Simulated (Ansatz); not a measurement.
Pressure series in CuI

The parent structure is CuI in the zinc blende structure (space group F-43m, No. 216; a = 6.0793 Å).

Cell and atoms are relaxed at each pressure.

Method: Kohn–Sham DFT with the PBE functional, run in Ansatz (a first-principles code) with PAW and 420 eV plane waves, no spin-orbit coupling.

Computed cases, in order: pressure −2 GPa; pressure −1 GPa; 0 GPa (base); pressure 0.9 GPa; pressure 2.1 GPa; pressure 4.5 GPa; pressure 9 GPa; pressure 15 GPa; pressure 22.5 GPa; pressure 30 GPa.

Problem. Between which two neighbouring cases does the gap turn between direct and indirect?

Solution. Between pressure 22.5 GPa (2.00 eV, direct at Γ) and pressure 30 GPa (1.93 eV, indirect, Γ → X). The whole series: pressure −2 GPa: 0.96 eV, direct at Γ; pressure −1 GPa: 1.03 eV, direct at Γ; 0 GPa (base): 1.10 eV, direct at Γ; pressure 0.9 GPa: 1.16 eV, direct at Γ; pressure 2.1 GPa: 1.23 eV, direct at Γ; pressure 4.5 GPa: 1.36 eV, direct at Γ; pressure 9 GPa: 1.56 eV, direct at Γ; pressure 15 GPa: 1.77 eV, direct at Γ; pressure 22.5 GPa: 2.00 eV, direct at Γ; pressure 30 GPa: 1.93 eV, indirect, Γ → X.

Spin-orbit coupling, missing from the scalar runs, can matter with I. Load acts through the strain it causes; cell and atoms are relaxed under it. Stability against distortions was not tested. Tetrahedral semiconductors of this kind turn to denser phases somewhere between about 1 and 50 GPa; those were not computed, so compressed cells here can lie past the real transition. The final runs are not spin-polarised.
